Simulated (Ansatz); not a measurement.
**SnO (model structure, started from the 6H type, P6₃mc, No. 186, 12 atoms in the cell)**

These are PBEsol (Ansatz, an electronic-structure program, PAW) values and carry that method's errors.

Run with plane-wave cutoff 520 eV, 18×18×4 k mesh (along the axes of the cell as run), Fermi–Dirac smearing 0.05 eV, scalar-relativistic PAW data made under PBE.

Cell (relaxed at this level):

```
SnO
1.0
    3.28815     0.00000     0.00000
   -1.64408     2.84762     0.00000
    0.00000     0.00000    25.18718
Sn O
6 6
Direct
  0.00000   0.00000   0.99967
  0.00000   0.00000   0.49967
  0.66667   0.33333   0.83210
  0.33333   0.66667   0.33210
  0.66667   0.33333   0.16609
  0.33333   0.66667   0.66609
  0.00000   0.00000   0.87472
  0.00000   0.00000   0.37472
  0.66667   0.33333   0.70880
  0.33333   0.66667   0.20880
  0.66667   0.33333   0.04232
  0.33333   0.66667   0.54232
```

```
Item                                          Result
-------------------------------------------  -------
band gap                                     1.18 eV
smallest direct gap on the k points sampled  1.58 eV
direct gap at Γ                              2.14 eV
```

Note: the relaxation could raise the start's symmetry but not lower it, so the cell can be a saddle point; the cell has widely spaced layers and the level no dispersion term, so their spacing and the moduli can rest on weak binding.

Spin–orbit coupling is not included.

Computed values are for the static lattice.

Cost on a shared machine: about 8 core-minutes (a rough figure).

A model structure was made by putting elements into a prototype or built by hand; it is no filed structure, need not be a known phase, and can be a saddle point held by its symmetry.
